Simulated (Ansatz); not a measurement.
The reference is Ir in the fcc (Cu type) structure (space group Fm-3m, No. 225; a = 3.8444 Å). Axes: x, y, z lie along the cube axes.

Structures relaxed with Ansatz (a program for electronic structure), r2SCAN, PAW, cutoff 500 eV, no spin-orbit coupling.

Base:

Simulated powder pattern, Mo Kα, λ = 0.71073 Å (kinematic, ideal powder, no thermal factors, no anomalous dispersion; the 8 strongest lines at most, above 2 %, up to 2θ = 40°):

```tsv
2θ (°)	I/Imax (%)	hkl
18.43	100	(111)
21.31	51	(200)
30.31	38	(220)
35.71	45	(311)
37.35	13	(222)
```

After one change:

Simulated powder pattern, Mo Kα, λ = 0.71073 Å (kinematic, ideal powder, no thermal factors, no anomalous dispersion; the 8 strongest lines at most, above 2 %, up to 2θ = 40°):

| 2θ (°) | I/Imax (%) |
|---|---|
| 17.99 | 39 |
| 19.13 | 100 |
| 21.80 | 71 |
| 30.32 | 28 |
| 31.72 | 24 |
| 35.48 | 17 |
| 36.71 | 31 |
| 37.31 | 14 |

### Question
Which of these changes matches the shifts?
(A) biaxial strain −1.12 %, plane normal [001], relaxed out of plane
(B) biaxial strain −4.34 %, plane normal [111], relaxed out of plane
(C) uniaxial stress, 1 GPa compression along x
(D) uniaxial strain ε_zz = +0.15 %

### Answer
B, biaxial strain −4.34 %, plane normal [111], relaxed out of plane. Its volume per atom is 13.31 Å³ against 14.20 Å³, and its space group is R-3m (No. 166).

Beyond what the load breaks, stability against distortions was not tested. All final runs are without spin polarisation.
